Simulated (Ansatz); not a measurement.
# BiB in the zinc blende structure (space group F-43m, No. 216; a hypothetical phase, not in the database extracts checked)

```cif
data_B4Bi4
_chemical_formula_sum 'Bi4 B4'
_space_group_name_H-M_alt 'F-43m'
_space_group_IT_number 216
_space_group_name_Hall 'F -4 2 3'
_cell_length_a 5.52370
_cell_length_b 5.52370
_cell_length_c 5.52370
_cell_angle_alpha 90.000
_cell_angle_beta 90.000
_cell_angle_gamma 90.000
loop_
_atom_site_label
_atom_site_type_symbol
_atom_site_symmetry_multiplicity
_atom_site_Wyckoff_symbol
_atom_site_fract_x
_atom_site_fract_y
_atom_site_fract_z
_atom_site_occupancy
Bi1 Bi 4 c 0.25000 0.25000 0.25000 1
B1 B 4 a 0.00000 0.00000 0.00000 1
```
(The calculation used a cell of 2 atoms; values per cell refer to that cell.)

Computed with PBE in Ansatz (plane waves to 420 eV, PAW, spin-orbit coupling left out), earlier PAW set. Γ-centred 10×10×10 mesh, Fermi–Dirac width 0.05 eV.

- Volume per atom: 21.07 Å³
- Density: 8.66 g/cm³
- Band gap: 0.14 eV, direct at Γ
- Lowest conduction-band minima above the VBM: Γ 0.14 eV; L along ⟨111⟩ 0.34 eV; a point along ⟨100⟩, about 0.9 Å⁻¹ from Γ 0.73 eV
- Total energy: -6276.778 eV/atom (σ→0; compares only within this code and set-up)

With Bi present, leaving out spin-orbit coupling can change the band edges. Whether these cells are dynamically stable was not tested. A zero or small gap of BiB can be the functional's error rather than a property of the material.

Ansatz is a first-principles code.
